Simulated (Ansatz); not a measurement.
# Alloy series in Ba

Consider Ba in the bcc (W type) structure (space group Im-3m, No. 229; a = 5.0687 Å).

The other end (x = 1) is Be in the bcc (W type) structure (space group Im-3m, No. 229; a model cell, its experimental status unchecked): 7.81 Å³/atom, gap zero; this end may not be an ambient phase.

Be replaces a fraction x of Ba; each row is one arrangement (x, atoms in the cell, starting space group or random), fully relaxed.

All numbers come from r2SCAN (Ansatz, a first-principles code; PAW; 500 eV plane waves; without spin-orbit coupling).

### Question
Only one of these has a band gap. Which?
A) x(Be) = 0.25, 4 atoms, Immm
B) x(Be) = 0.5, 4 atoms, Imma
C) x(Be) = 0.5, 4 atoms, Fd-3m
D) x(Be) = 0.667, 3 atoms, P-3m1

### Answer
C, x(Be) = 0.5, 4 atoms, Fd-3m. Computed: x(Be) = 0.5, 4 atoms, Imma: zero; x(Be) = 0.5, 4 atoms, Fd-3m: 0.14 eV; x(Be) = 0.667, 3 atoms, P-3m1: zero; x(Be) = 0.25, 4 atoms, Immm: zero

Each cell is one ordered arrangement of few atoms, which overstates ordering effects compared with a random alloy. No phonon test of stability was made. Under x(Be) = 0.5, 4 atoms, Imma, x(Be) = 0.667, 3 atoms, P-3m1 and x(Be) = 0.25, 4 atoms, Immm the cell changed shape so far that it is another structure. This is not the structure that Be has at room temperature and ambient pressure.
